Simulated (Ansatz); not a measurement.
## SnSe2: pressure series

Take SnSe2 in the CdI2 type structure (space group P-3m1, No. 164; a = 3.840 Å, c = 6.007 Å; layered, stacked along the Cartesian z axis) as the base.

Cell and atoms are relaxed at each pressure.

Calculations: DFT with PBE-D3(BJ), PAW potentials and a 420 eV plane-wave cutoff in Ansatz (a first-principles code), spin-orbit coupling left out.

```tsv
change	band gap	lattice parameter a
base	0.36 eV	7.257 bohr
pressure −1 GPa	0.60 eV	?
pressure 0.3 GPa	0.31 eV	7.248 bohr
pressure 0.7 GPa	?	7.238 bohr
pressure 1.5 GPa	?	7.218 bohr
pressure 3 GPa	zero	7.184 bohr
pressure 5 GPa	zero	7.149 bohr
pressure 7.5 GPa	zero	7.099 bohr
pressure 10 GPa	zero	7.047 bohr
```

Complete the table.


- pressure −1 GPa, lattice parameter a: 7.286 bohr
- pressure 0.7 GPa, band gap: 0.25 eV
- pressure 1.5 GPa, band gap: 0.14 eV

A case with no gap was solved on a k-mesh chosen for an insulator, which is coarse for it. Load acts through the strain it causes; cell and atoms are relaxed under it. No phonon test of stability was made. Competing high-pressure phases were not computed. All final runs are without spin polarisation. The zero or small gap of SnSe2 under pressure 0.7 GPa, SnSe2 under pressure 1.5 GPa, SnSe2 under pressure 3 GPa and SnSe2 under pressure 5 GPa can change with the level of theory.
